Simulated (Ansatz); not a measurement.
## ZnS: biaxial strain −2.50 %, plane normal [001], relaxed out of plane

Start from ZnS in the zinc blende structure (space group F-43m, No. 216; a = 5.389 Å). Axes: x, y, z lie along the cube axes.

One thing is altered: biaxial strain −2.50 %, plane normal [001], relaxed out of plane (Cartesian); in-plane vectors clamped, the third vector and the atoms free.

The values are results of r2SCAN/PAW in Ansatz (a quantum-chemistry and plane-wave program), no spin-orbit coupling, not measurements. Settings: 11×11×11 k-points, 0.05 eV Fermi–Dirac smearing.

```json
[
 {"quantity": "volume per atom", "base": "19.56 Å³", "changed": "19.14 Å³", "shift": "-0.42 Å³"},
 {"quantity": "space group", "base": "F-43m (No. 216)", "changed": "I-4m2 (No. 119)", "shift": "–"},
 {"quantity": "shortest interatomic distance", "base": "2.334 Å", "changed": "2.318 Å", "shift": "-0.0154 Å"},
 {"quantity": "energy relative to the base (free energy F)", "base": "0 meV/atom", "changed": "+7.7 meV/atom", "shift": "+7.7 meV/atom"},
 {"quantity": "pressure (mean of the normal stresses, compression positive)", "base": "0.0 kbar", "changed": "17.2 kbar", "shift": "+17.2 kbar"},
 {"quantity": "band gap", "base": "2.70 eV", "changed": "2.72 eV", "shift": "+0.02 eV"},
 {"quantity": "gap character", "base": "direct at Γ", "changed": "direct at Γ", "shift": "–"},
 {"quantity": "electron mass", "base": "0.19 mₑ (at Γ)", "changed": "0.20 mₑ (at Γ)", "shift": "–"},
 {"quantity": "valence-band top at Γ (three highest levels, from the VBM)", "base": "0.00, 0.00, 0.00 eV", "changed": "0.00, 0.00, -0.22 eV", "shift": "–"},
 {"quantity": "valley order (the lowest conduction-band minima on the path, energy above the VBM, named in the base's zone)", "base": "Γ 2.70 eV; X along ⟨100⟩ 3.71 eV; L along ⟨111⟩ 3.82 eV", "changed": "Γ 2.72 eV; X along [010] 3.49 eV; L along [111] 3.74 eV; X along [001] 3.81 eV", "shift": "–"},
 {"quantity": "out-of-plane strain", "base": "–", "changed": "+2.92 %", "shift": "–"},
 {"quantity": "ratio −ε⊥/ε∥", "base": "–", "changed": "1.17", "shift": "–"},
 {"quantity": "mean in-plane stress (compression positive)", "base": "–", "changed": "+2.6 GPa", "shift": "–"}
]
```

Effective masses come from finite differences of ±0.01 Å⁻¹. No phonon test of stability was made. k-point labels follow each cell's own Brillouin zone.
